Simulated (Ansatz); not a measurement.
MgTe, response to strain

Start from MgTe in the zinc blende structure (space group F-43m, No. 216).

```
MgTe
1.0
    0.00000     3.21965     3.21965
    3.21965     0.00000     3.21965
    3.21965     3.21965     0.00000
Mg Te
1 1
Direct
  0.00000   0.00000   0.00000
  0.25000   0.25000   0.25000
```

Cartesian axes are those of the cell as printed.

Strains are applied to the cell and any free atomic positions relax.

The values are results of PBEsol (Ansatz, a quantum-chemistry and plane-wave program), no SOC, not measurements.

Candidates:
(a) uniaxial strain ε_zz = −2.00 %
(b) uniaxial strain ε_zz = +1.50 %
(c) uniaxial strain ε_zz = +2.50 %

Base values:

- Band gap: 2.35 eV

Question: Order them by band gap, highest first.

Answer: (a) uniaxial strain ε_zz = −2.00 % (2.40 eV), (b) uniaxial strain ε_zz = +1.50 % (2.27 eV), (c) uniaxial strain ε_zz = +2.50 % (2.21 eV)

With Te present, leaving out spin-orbit coupling can change the band edges. Whether these cells are dynamically stable was not tested.
